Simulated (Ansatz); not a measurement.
Defect migration in wurtzite AlN strained by +1.5 % along x and y, z held: N vacancy, charge state +1. All values below come from PBE, PAW (plane waves to 420 eV; Ansatz, a quantum-chemistry and plane-wave program).

Cell of 72 host sites held at the strained lattice (strain from the relaxed PBE one, atoms relaxed); a 2×2×2 k-point mesh shifted by half a step along c; Fermi-Dirac width 0.01 eV, spin-restricted; finite-size errors left in. Static, classical nuclei. The charge state is imposed; whether it is stable for some Fermi level was not computed. Forms of the defect that were not tried may lie lower.

The step: one N atom jumps into the vacancy from a nearby N site; the atom moves 3.09 Å along (0.33, -0.33, -0.50) of the unit cell; the moving atom starts with neighbours Al at 1.90, Al at 1.92, 2 Al at 1.94 Å and ends with Al at 1.89, 2 Al at 1.93, Al at 1.95 Å.

Give the migration barrier of this step at the level PBE, PAW.

4.32 eV, the same both ways. At the saddle the moving atom has neighbours Al at 1.76, Al at 1.85 Å. The saddle point's order was not checked, and it lies on a symmetry element of the cell, where a band can be held.
